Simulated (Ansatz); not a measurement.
An Ansatz (a quantum-chemistry and plane-wave program) input (LDA/PAW in Ansatz, spin-orbit coupling left out):

Ansatz 0.2 input:
```yaml
crystal:
  lattice:
    - [0.0093307453, 3.2174983888, 3.2174983888]
    - [3.2174983888, 0.0093307453, 3.2174983888]
    - [3.2268291341, 3.2268291341, 0]
  atoms:
    - { symbol: Hg, position: [0, 0, 0] }
    - { symbol: Te, position: [0.25, 0.25, 0.25] }
basis: { ecutwfc: 420, ecutrho_ratio: 4, xc_grid: 2, fft_grid_basis: typed }
kpoints: { mp_grid: { grid: [9, 9, 9] } }
hamiltonian:
  xc: lda
  dispersion: none
  pseudopotentials: { kind: paw }
scf: { occupations: { method: fermi_dirac, width: 0.05 }, convergence: { dr2_threshold: 0.0000000002 } }
relax: { f_tol: 0.005, max_steps: 50 }
output: { forces: true, stress: true }
checkpoint: { write: state.ck, write_every: 1000 }
```

Problem. Which symmetry and how many k-points will the program report, and about how many plane waves at Γ?

Solution. Space group Imm2 (ITA 44) with 4 operations, k-points 125 of 729, and 1303 plane waves at Γ.

The cells carry an imposed strain or load. No phonon test of stability was made. All final runs are without spin polarisation. The cell was made from HgTe in the zinc blende structure (space group F-43m, No. 216) by this change: tensor shear ε_xy = +0.29 %.
